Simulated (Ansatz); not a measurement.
System: L1₂ (Cu3Au-type) Ni3Al. Method: PBE-D3(BJ) (Ansatz, a program for electronic structure, PAW).

Numerical settings: plane-wave cutoff 520 eV, 16×16×16 k mesh, Fermi–Dirac smearing 0.05 eV, spin-polarised with parallel moments, scalar-relativistic PAW data made under PBE.

Pressure at four volumes; x = ln(V/10.941 Å³). One pressure is withheld.

```json
[
 {"V (Å³/atom)": "10.284", "x": "-0.0619", "P (GPa)": "?"},
 {"V (Å³/atom)": "10.503", "x": "-0.0409", "P (GPa)": "8.94"},
 {"V (Å³/atom)": "10.941", "x": "0.0000", "P (GPa)": "0.00"},
 {"V (Å³/atom)": "11.597", "x": "0.0582", "P (GPa)": "-10.11"}
]
```

Task: Pass a parabola P(x) through the three rows shown, estimate the bulk modulus and its pressure derivative near zero pressure, and predict the withheld pressure.

Result: Slopes between the rows: (0.00 − (8.94))/(0.0000 − (-0.0409)) = -218.58 and (-10.11 − (0.00))/(0.0582 − (0.0000)) = -173.71 GPa. Their difference over the span 0.0991 is c = 44.87/0.0991 = 452.8 GPa, so P(x) = 8.94 + (-218.58)(x − (-0.0409)) + 452.8 (x − (-0.0409))(x − (0.0000)). At the middle row B = −dP/dx = −[-218.58 + 452.8 × 0.0409] = 200.1 GPa, and B′ = dB/dP = 2c/B = 4.5. At x = -0.0619 the parabola gives 14.12 GPa; the run gives 14.22 GPa. The Birch–Murnaghan fit to the energies at all volumes has B0 = 199 GPa and B′ = 4.7.

Measured, for comparison: bulk modulus 174 GPa (temperature not stated, not corrected to a static lattice; as tabulated in Zarkevich et al. (2023), arXiv:2304.06869). Computed (rounded) less measured: bulk modulus +14 %.
